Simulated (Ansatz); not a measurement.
The parent structure is HgS in the zinc blende structure (space group F-43m, No. 216; a = 5.8759 Å).

Computed with Ansatz (a quantum-chemistry and plane-wave program), PBEsol, PAW, cutoff 420 eV, no spin-orbit coupling.

For the base:

The pressure comes out as 0.0 GPa and the band gap comes out as zero.

The change: every lattice vector is shortened by 2.00 %; the atoms relax in the strained cell.

Estimate the effect on the energy relative to the base.

The energy rises by 19 meV/atom.

Estimate the effect on the pressure.

The pressure goes from zero to 4.2 GPa.

Estimate the effect on the band gap.

The band gap is still zero.

The mesh was chosen for an insulator and is coarse for the gapless case. Spin-orbit coupling, missing from the scalar runs, can matter with Hg. Whether these cells are dynamically stable was not tested. The final runs are not spin-polarised. The zero or small gap of HgS can change with the level of theory.
